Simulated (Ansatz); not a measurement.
The parent structure is Co in the simple cubic structure (space group Pm-3m, No. 221; a = 2.341 Å; ferromagnetic; a hypothetical phase, not in the database extracts checked).

(Cell as relaxed with PBE.)

Levels (all Ansatz, an electronic-structure program, PAW): PBE (420 eV, spin-orbit coupling left out); PBEsol (420 eV, scalar-relativistic without spin-orbit coupling).

Each level relaxes its own structure.

```
quantity                       PBE         PBEsol
-------------------  -------------  -------------
volume per atom           12.82 Å³       12.07 Å³
lattice parameter a        2.341 Å        2.294 Å
band gap                      zero           zero
magnetic state       ferromagnetic  ferromagnetic
largest site moment        1.91 μB        1.75 μB
```

PBE's volume per atom lies 0.757 Å³ above PBEsol's (6.3 %); PBE's lattice parameter a lies 0.047 Å above PBEsol's (2.0 %); PBE's largest site moment lies 0.16 μB above PBEsol's; the two agree on the band gap and magnetic state. Neither level is exact; PBEsol is the comparison here, not a measurement.

Other magnetic orders, which the real material may have, were not ruled out. No phonon test of stability was made.
